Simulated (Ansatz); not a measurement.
## GaN: biaxial strain −2.00 %, plane normal [001], relaxed out of plane

The reference is GaN in the zinc blende structure (space group F-43m, No. 216; a = 4.4979 Å). Axes: x, y, z lie along the cube axes.

Now apply this change: biaxial strain −2.00 %, plane normal [001], relaxed out of plane (Cartesian); in-plane vectors clamped, the third vector and the atoms free.

All numbers come from Ansatz (an electronic-structure program), r2SCAN, PAW, cutoff 500 eV, spin-orbit coupling left out. Γ-centred 13×13×13 mesh, Fermi–Dirac width 0.05 eV.

The space group goes from F-43m (No. 216) to I-4m2 (No. 119) and the shortest interatomic distance drops by 0.012 Å to 1.936 Å. The energy rises by 8.1 meV/atom and the pressure (mean of the normal stresses, compression positive) goes from zero to 3.92 GPa. The band gap increases by 0.06 eV to 2.23 eV and the gap character stays direct at Γ. The valence-band top at Γ (three highest levels, from the VBM) becomes 0.00, 0.00, -0.21 eV (base: 0.00, 0.00, 0.00 eV) and the valley order (the lowest conduction-band minima on the path, energy above the VBM, named in the base's zone) changes from Γ 2.17 eV to Γ 2.23 eV; X along [010] 3.63 eV. The out-of-plane strain amounts to +2.09 % and the ratio −ε⊥/ε∥ comes out as 1.04. The mean in-plane stress (compression positive) comes out as +5.9 GPa.

Cost of the whole job for the changed cell (relaxation, final SCF and bands): very roughly 90 core-seconds.

Stability against distortions was not tested. This is not the structure that GaN has at room temperature and ambient pressure. k-point labels follow each cell's own Brillouin zone.
